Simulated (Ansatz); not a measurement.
Start from SiC in the zinc blende structure (space group F-43m, No. 216; a = 4.357 Å). Axes: x, y, z lie along the cube axes.

Calculations: r2SCAN/PAW in Ansatz (a quantum-chemistry and plane-wave program), no SOC, earlier PAW set.

A first run, uniaxial strain ε_xx = +1.05 %, gives secant values C11 ≈ 410 GPa and C12 ≈ 130 GPa from its stress. A second run applies biaxial strain +1.26 %, plane normal [001], relaxed out of plane.

Task: What does linear elasticity predict for −ε⊥/ε∥ in the second run, and what does the run give?

Result: Linear elasticity: 2 C12/C11 = 0.63. The run gives 0.66; any difference comes from nonlinear terms at these strains and numerical noise.

Stability against distortions was not tested.
